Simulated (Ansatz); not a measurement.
Crystal: Mg2FeH6 (Fm-3m, not sure to be the ambient phase, 9 atoms a cell, 7.1 Å³ an atom); planes in its conventional cell.

Computed with r2SCAN (plane waves, PAW; Ansatz, a first-principles code).

No gap correction and no spin-orbit coupling; mid-gap values are interpolated between computed energies.

```tsv
plane	area of the cell (Å²)	mid-gap κ (1/Å)	largest κ in the gap (1/Å)
(111)	17.5	0.44	0.50
(110)	28.6	…	…
```

### Question
The slowest decay depends on the direction. Supply the withheld values.

### Answer

- (110), mid-gap κ (1/Å): 0.40
- (110), largest κ in the gap (1/Å): 0.48
